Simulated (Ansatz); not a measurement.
# Cubic perovskite CsSrF3

The numbers are results of r²SCAN (plane waves, PAW; Ansatz, a program for electronic structure), not measurements.

Run with plane-wave cutoff 560 eV, 8×8×8 k mesh, Fermi–Dirac smearing 0.01 eV, scalar-relativistic PAW data made under PBE.

Cell (relaxed at this level):

```cif
data_CsF3Sr
_chemical_formula_sum 'Cs1 Sr1 F3'
_space_group_name_H-M_alt 'P 1'
_space_group_IT_number 1
_cell_length_a 4.76348
_cell_length_b 4.76348
_cell_length_c 4.76348
_cell_angle_alpha 90.000
_cell_angle_beta 90.000
_cell_angle_gamma 90.000
loop_
_space_group_symop_operation_xyz
  'x, y, z'
loop_
_atom_site_label
_atom_site_type_symbol
_atom_site_fract_x
_atom_site_fract_y
_atom_site_fract_z
_atom_site_occupancy
Cs1 Cs 0.00000 0.00000 0.00000 1
Sr1 Sr 0.50000 0.50000 0.50000 1
F1 F 0.50000 0.00000 0.50000 1
F2 F 0.00000 0.50000 0.50000 1
F3 F 0.50000 0.50000 0.00000 1
```

bulk modulus: 44.9 GPa
band gap: 7.18 eV
pressure derivative B′ of the bulk modulus: 4.8

Note: the relaxation could not lower the start's symmetry, so the cell can be a saddle point above a distorted one.

Spin–orbit coupling is not included.
